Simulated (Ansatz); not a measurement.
**HfSiO4 (I4₁/amd, No. 141; start COD 9000852): lattice parameter a by level of theory**

No measured value is used here.

Q: Put these levels in order of the lattice parameter a that they give for HfSiO4 (I4₁/amd, No. 141; start COD 9000852), smallest first: LDA (Ansatz, a quantum-chemistry and plane-wave program), PBE (Ansatz), PBE-D3(BJ) (Ansatz).

A: LDA (6.523 Å), PBE-D3(BJ) (6.607 Å), PBE (6.646 Å)

Density-functional levels without +SOC have no spin–orbit coupling. PBE, PBE-D3(BJ), LDA: the relaxation could not lower the start's symmetry, so the cell can be a saddle point above a distorted one. Ansatz's density-functional and Hartree–Fock values are scalar-relativistic unless marked +SOC, with PAW data made under PBE.
